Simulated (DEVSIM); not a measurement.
## abrupt Si n-p junction

Device: abrupt Si n-p junction, at 300 K.

```csv
layer (left to right),material,thickness (μm),Nd (cm⁻³),Na (cm⁻³),τn (s),τp (s)
1,Si,12.0,1.5e17,-,1.5e-5,1.5e-5
2,Si,180,-,3e16,1.5e-5,1.5e-5
```

Left contact: ohmic. Right contact: ohmic. Voltage is applied to the left contact. Recombination: SRH at mid-gap, radiative, Auger. Mobility is constant in doping.

This is a model device: material constants are rounded textbook-type values typed into the input, and sizes, dopings and lifetimes were drawn at random. Values at 300 K.

| parameter | Si |
|---|---|
| gap (eV) | 1.124 |
| affinity (eV) | 4.05 |
| permittivity | 11.7 |
| Nc (cm⁻³) | 2.86e19 |
| Nv (cm⁻³) | 3.1e19 |
| μn (cm²/Vs) | 1417 |
| μp (cm²/Vs) | 470 |
| B (cm³/s) | 4.7e-15 |
| Cn (cm⁶/s) | 2.8e-31 |
| Cp (cm⁶/s) | 9.9e-32 |

DEVSIM, 1D drift-diffusion, Boltzmann statistics, complete ionisation; no tunnelling, impact ionisation, image-force lowering or self-heating.

Potential step across the device at zero bias: 0.809 V
Largest field in the device at zero bias: 77000 V/cm
Dark forward voltage at 1 A/cm²: 0.692 V
Dark forward voltage at 100 A/cm²: 0.949 V

Small-signal capacitance in reverse bias (quasi-static):

```json
[
 {"V (V)": "0.04", "C (nF/cm²)": "51.0"},
 {"V (V)": "0.1", "C (nF/cm²)": "49.2"},
 {"V (V)": "0.2", "C (nF/cm²)": "46.6"},
 {"V (V)": "0.3", "C (nF/cm²)": "44.3"},
 {"V (V)": "0.4", "C (nF/cm²)": "42.4"},
 {"V (V)": "0.6", "C (nF/cm²)": "39.1"},
 {"V (V)": "0.8", "C (nF/cm²)": "36.5"},
 {"V (V)": "1", "C (nF/cm²)": "34.4"},
 {"V (V)": "1.3", "C (nF/cm²)": "31.8"},
 {"V (V)": "1.6", "C (nF/cm²)": "29.7"},
 {"V (V)": "2", "C (nF/cm²)": "27.4"}
]
```

Dark forward current:

(V (V), J (A/cm²)): (-0.05, -1.7e-10); (-0.10, -6.8e-10); (-0.15, -2.5e-9); (-0.20, -1.1e-8); (-0.30, -3.4e-7); (-0.35, -2.2e-6); (-0.40, -1.5e-5); (-0.45, -0.00010); (-0.50, -0.00070); (-0.55, -0.0048); (-0.60, -0.033); (-0.70, -1.3); (-0.75, -5.6); (-0.80, -16); (-0.85, -34); (-0.90, -62); (-0.95, -100); (-1.05, -210); (-1.10, -280); (-1.15, -360); (-1.20, -450); (-1.25, -560); (-1.30, -670); (-1.35, -800); (-1.45, -1100); (-1.50, -1200); (-1.55, -1400); (-1.60, -1600)
